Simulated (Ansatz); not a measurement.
# Response to strain in hypothetical rock salt AsP

Consider AsP in the rock salt structure (space group Fm-3m, No. 225; a = 5.210 Å; a hypothetical phase, not in the database extracts checked; relaxed with 0.1 eV smearing). Axes: x, y, z lie along the cube axes.

Strains are applied to the cell and any free atomic positions relax; under biaxial strain the out-of-plane vector relaxes too; under stress the whole cell relaxes.

The values are results of PBE/PAW in Ansatz (a quantum-chemistry and plane-wave program), without spin-orbit coupling, not measurements.

Notes on the quantities. energy relative to the base: free energy F; pressure: mean of the normal stresses, compression positive.

```json
[
 {"variant": "base", "energy relative to the base": "0 meV/atom", "pressure": "0.0 GPa", "space group": "Fm-3m (No. 225)"},
 {"variant": "biaxial strain −4.13 %, plane normal [001], relaxed out of plane", "energy relative to the base": "+50 meV/atom", "pressure": "8.0 GPa", "space group": "I4/mmm (No. 139)"},
 {"variant": "biaxial strain −2.42 %, plane normal [111], relaxed out of plane", "energy relative to the base": "+10 meV/atom", "pressure": "2.7 GPa", "space group": "R-3m (No. 166)"},
 {"variant": "biaxial strain +1.49 %, plane normal [111], relaxed out of plane", "energy relative to the base": "+3.7 meV/atom", "pressure": "-1.5 GPa", "space group": "R-3m (No. 166)"},
 {"variant": "isotropic strain −4.85 %", "energy relative to the base": "+121 meV/atom", "pressure": "18.1 GPa", "space group": "Fm-3m (No. 225)"},
 {"variant": "isotropic strain −1.17 %", "energy relative to the base": "?", "pressure": "?", "space group": "Fm-3m (No. 225)"},
 {"variant": "uniaxial strain ε_xx = +1.47 %", "energy relative to the base": "+2.5 meV/atom", "pressure": "-1.2 GPa", "space group": "I4/mmm (No. 139)"},
 {"variant": "uniaxial strain ε_xx = +5.54 %", "energy relative to the base": "+30 meV/atom", "pressure": "-3.8 GPa", "space group": "I4/mmm (No. 139)"},
 {"variant": "uniaxial strain ε_yy = +3.20 %", "energy relative to the base": "+11 meV/atom", "pressure": "-2.4 GPa", "space group": "I4/mmm (No. 139)"},
 {"variant": "uniaxial stress, 2 GPa compression along x", "energy relative to the base": "+1.0 meV/atom", "pressure": "–", "space group": "I4/mmm (No. 139)"}
]
```

### Question
What belongs in the blanks?

### Answer

- isotropic strain −1.17 %, energy relative to the base: +6.2 meV/atom
- isotropic strain −1.17 %, pressure: 3.3 GPa

Beyond what the load breaks, stability against distortions was not tested. The final runs are not spin-polarised.
